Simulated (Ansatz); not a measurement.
C on the O site (C_O) in alpha quartz: one set of geometries, relaxed with PBE, evaluated in Ansatz (PAW, plane waves to 420 eV, 500 eV under r2SCAN) with PBE, r2SCAN.

Details: 243-site cell; Γ-point k-points; start: the O site; charged states image-corrected; corrections reach 1.1 eV, so highly charged states may be off by several tenths; flagged in the runs: a host whose relaxation on this sampling wasn't shown to rest, a strain field that reaches the edge of the cell, zone-centre sampling.

```csv
quantity,PBE,r2SCAN
host gap (eV),5.68,6.32
ε(0/−1) above the VBM (eV),3.70,4.25
ε(−1/−2) above the VBM (eV),5.40,6.09
"neutral formation energy against graphite, O2 molecule in a box (eV)",7.98,8.02
largest moment on one atom at charge 0 (μB),0.86,0.90
largest moment on one atom at charge −1 (μB),0.37,0.38
```

PBE narrows the gap by 0.64 eV against r2SCAN, the highest level run, and puts the levels shown 0.62 eV lower above the valence-band maximum on average (from the rounded values).

Ansatz is an electronic-structure program.
